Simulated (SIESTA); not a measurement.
Band structure of NaMg6Cu (Amm2, 8 atoms in the cell).

```
CELL_PARAMETERS angstrom
      4.98343     0.00000     0.00000
      0.00000     3.14188     5.39189
      0.00000    -3.14188     5.39189
ATOMIC_POSITIONS crystal
  Na 0.50000 0.33361 0.33361
  Mg 0.50000 0.33183 0.83599
  Mg 0.50000 0.83599 0.33183
  Mg 0.00000 0.15176 0.67638
  Mg 0.00000 0.67638 0.15176
  Mg 0.00000 0.67214 0.67214
  Mg 0.00000 0.16439 0.16439
  Cu 0.50000 0.83391 0.83391
```

Level of theory: SIESTA with GGA PBEsol, numerical atomic orbitals DZP, PseudoDojo PBEsol standard norm-conserving potentials (rewritten from UPF to PSML).

Settings: XC.functional = GGA; XC.authors = PBEsol; potentials = PseudoDojo PBEsol standard; PAO.BasisSize = DZP; PAO.EnergyShift = 0.005 Ry; MeshCutoff = 400 Ry; kgrid.MonkhorstPack = 3 3 3; OccupationFunction = FD; ElectronicTemperature = 0.1 eV; MaxSCFIterations = 150; SCF.Mixer.Method = Pulay; SCF.Mixer.Weight = 0.1; SCF.Mixer.History = 8; SCF.DM.Tolerance = 1.0E-04.

The starting cell comes from a database of computed structures (which also holds hypothetical and non-ambient phases and stackings), without a prior relaxation at this level. Its lattice was rescaled by a random factor within 2.5 % of one. Spin polarisation is off. Values carry the incompleteness of an atom-centred basis.

Levels in eV from the Fermi level, bands 41 to 46:
| point | 41 | 42 | 43 | 44 | 45 | 46 |
|---|---|---|---|---|---|---|
| Γ | -1.89 | -1.77 | -1.58 | -1.35 | -1.20 | -0.13 |
| X | -0.39 | -0.23 | 0.01 | 0.12 | 0.23 | 0.84 |
| S | -2.33 | -0.34 | 0.30 | 0.60 | 0.77 | 1.51 |
| R | -2.49 | -2.11 | -1.45 | -1.33 | -1.03 | 2.78 |
| A | -2.54 | -2.48 | -2.43 | 0.38 | 0.98 | 1.09 |
| Z | -1.23 | -0.97 | -0.75 | -0.57 | -0.29 | -0.09 |
| Y | -2.29 | -0.15 | 0.21 | 0.43 | 0.84 | 1.74 |
| X1 | -0.39 | -0.23 | 0.01 | 0.12 | 0.23 | 0.84 |
| A1 | -2.54 | -2.48 | -2.43 | 0.38 | 0.98 | 1.09 |
| T | -2.52 | -1.91 | -1.71 | -1.40 | -1.10 | 2.89 |

Bands cross the Fermi level along this path, so the cell is metallic at this level.

Higher empty bands are left out: an atom-centred basis made for the valence describes them poorly.
